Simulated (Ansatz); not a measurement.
**A computed series for SiC: pressure series**

Base system: SiC (space group P6_3mc, No. 186).

```
SiC
1.0
    3.09412     0.00000     0.00000
   -1.54706     2.67959     0.00000
    0.00000     0.00000    10.12917
Si C
4 4
Direct
  0.00000   0.00000   0.00031
  0.00000   0.00000   0.50031
  0.66667   0.33333   0.75025
  0.33333   0.66667   0.25025
  0.00000   0.00000   0.81285
  0.00000   0.00000   0.31285
  0.66667   0.33333   0.56221
  0.33333   0.66667   0.06221
```

Cell and atoms are relaxed at each pressure.

All numbers come from PBE (Ansatz, an electronic-structure program, PAW, no SOC), earlier PAW set.

```tsv
variant	lattice parameter a	c/a ratio	band gap	smallest direct gap
base	3.094 Å	3.274	2.22 eV	3.34 eV
pressure −2 GPa	3.104 Å	3.274	2.22 eV	3.34 eV
pressure −1 GPa	3.099 Å	3.274	2.22 eV	3.34 eV
pressure 3 GPa	3.080 Å	3.274	2.23 eV	3.35 eV
pressure 7 GPa	3.063 Å	3.273	2.23 eV	3.36 eV
pressure 15 GPa	3.031 Å	3.273	2.24 eV	3.37 eV
pressure 30 GPa	___	___	2.24 eV	___
pressure 50 GPa	2.926 Å	3.270	2.24 eV	3.40 eV
pressure 75 GPa	2.870 Å	3.268	2.25 eV	3.40 eV
pressure 100 GPa	2.824 Å	3.266	2.25 eV	3.40 eV
```

Problem. Fill in the withheld entries from the trend.

Solution. 
- pressure 30 GPa, lattice parameter a: 2.981 Å
- pressure 30 GPa, c/a ratio: 3.272
- pressure 30 GPa, smallest direct gap: 3.39 eV

Load acts through the strain it causes; cell and atoms are relaxed under it. Stability against distortions was not tested. Competing high-pressure phases were not computed.
